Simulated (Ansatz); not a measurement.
The reference is InHO2 (space group Pnnm, No. 58; a = 4.521 Å, b = 5.282 Å, c = 3.287 Å; a cell from a computed database, its experimental status unchecked).

Levels (all Ansatz, a program for electronic structure, PAW): PBEsol (420 eV, no spin-orbit coupling); HSE06 (420 eV, scalar-relativistic without spin-orbit coupling).

Its gap is 1.98 eV with PBEsol and 3.66 eV with HSE06.

One thing is altered: cell and atoms relaxed at a pressure of 3 GPa.

With PBEsol the gap becomes 2.10 eV.

Problem. If the HSE06 correction stayed the same, what would the HSE06 gap be, and what does the HSE06 run give?

Solution. A rigid correction of +1.68 eV gives 3.78 eV. The HSE06 run gives 3.79 eV, so the two effects roughly add.

Single points use the geometry relaxed with PBEsol. Load acts through the strain it causes; cell and atoms are relaxed under it. Stability against distortions was not tested.
